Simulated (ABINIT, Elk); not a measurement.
An ABINIT input for a self-consistent single point of ZrTiNi2 (Amm2, 4 atoms in the cell) (DFT, PBEsol, plane waves, norm-conserving pseudopotentials (PseudoDojo nc-sr-04 PBEsol standard)):

```
# ZrTiNi2, PseudoDojo nc-sr-04 PBEsol standard
pp_dirpath "./"
pseudos "Zr.upf, Ti.upf, Ni.upf"
acell 3*1.0 Angstrom
rprim
         4.1003030000    0.0000000000    0.0000000000
         0.0000000000    1.5634890000    4.8671190000
         0.0000000000   -1.5634890000    4.8671190000
natom 4
ntypat 3
znucl 40 22 28
typat 1 2 3 3
xred
         0.5000000000    0.1444100000    0.1444100000
         0.0000000000    0.8620200000    0.8620200000
         0.0000000000    0.5790900000    0.5790900000
         0.5000000000    0.4144700000    0.4144700000
ecut 49
ixc -116133
occopt 7
tsmear 0.1 eV
nband 39
kptopt 1
ngkpt 6 8 8
nshiftk 1
shiftk 0 0 0
nstep 50
tolvrs 1.0e-12
prtwf 0
prtden 0
```

Problem. Give the Elk input for the same structure, mesh, smearing and functional.

Solution. One input that does it (others would too):

```
tasks
  0

xctype
  22

tforce
  .true.

rgkmax
  8.0

gmaxvr
  18.0

lmaxapw
  10

lmaxo
  8

nxlo
  2

lorbcnd
  .true.

lradstp
  2

nrmtscf
  2.0

rmtscf
  0.93

lmaxi
  4

stype
  0

swidth
  0.00367493

avec
    7.7484496980    0.0000000000    0.0000000000
    0.0000000000    2.9545660089    9.1975219260
    0.0000000000   -2.9545660089    9.1975219260

sppath
  './'

atoms
  3   : nspecies
  'Zr.in'   : spfname
  1   : natoms; atposl, bfcmt below
  0.5000000000  0.1444100000  0.1444100000    0.0 0.0 0.0
  'Ti.in'   : spfname
  1   : natoms; atposl, bfcmt below
  0.0000000000  0.8620200000  0.8620200000    0.0 0.0 0.0
  'Ni.in'   : spfname
  2   : natoms; atposl, bfcmt below
  0.0000000000  0.5790900000  0.5790900000    0.0 0.0 0.0
  0.5000000000  0.4144700000  0.4144700000    0.0 0.0 0.0

ngridk
  6 8 8
```

Basis, cutoffs, solver keys and any potentials are the target program's own. This input uses DFT, PBEsol, all-electron FP-LAPW, Elk's shipped species files, APW+lo basis with extra local orbitals.

The starting cell comes from a database of computed structures (which also holds hypothetical and non-ambient phases and stackings), without a prior relaxation at this level. Its lattice was rescaled by a random factor within 2.5 % of one.
